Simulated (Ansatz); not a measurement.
Data:

```yaml
crystal:
  lattice:
    - [1.88629, 1.08905, 9.27438]
    - [-1.88629, 1.08905, 9.27438]
    - [0.00000, -2.17810, 9.27438]
  atoms:
    - { symbol: Zn, position: [0.00001, 0.00001, 0.00001] }
    - { symbol: Zn, position: [0.77770, 0.77770, 0.77770] }
    - { symbol: Zn, position: [0.55542, 0.55542, 0.55542] }
    - { symbol: S, position: [0.91674, 0.91674, 0.91674] }
    - { symbol: S, position: [0.47218, 0.47218, 0.47218] }
    - { symbol: S, position: [0.69461, 0.69461, 0.69461] }
```

No spin polarisation.

All numbers come from PBEsol in Ansatz (plane waves to 420 eV, PAW, scalar-relativistic without spin-orbit coupling). k-mesh 10×10×10 (Γ-centred); smearing 0.05 eV (Fermi–Dirac).

Q: Predict the electron mass and band gap.

A: The electron mass is 0.16 mₑ along c, 0.18 mₑ across (at Γ) and the band gap is 2.17 eV.

Load acts through the strain it causes; cell and atoms are relaxed under it. Masses are band curvatures over ±0.01 Å⁻¹ around the edge. Stability against distortions was not tested. The cell was made from ZnS (space group R3m, No. 160) by this change: pressure 0.7 GPa. This is not the structure that ZnS has at room temperature and ambient pressure.

Ansatz is a quantum-chemistry and plane-wave program.
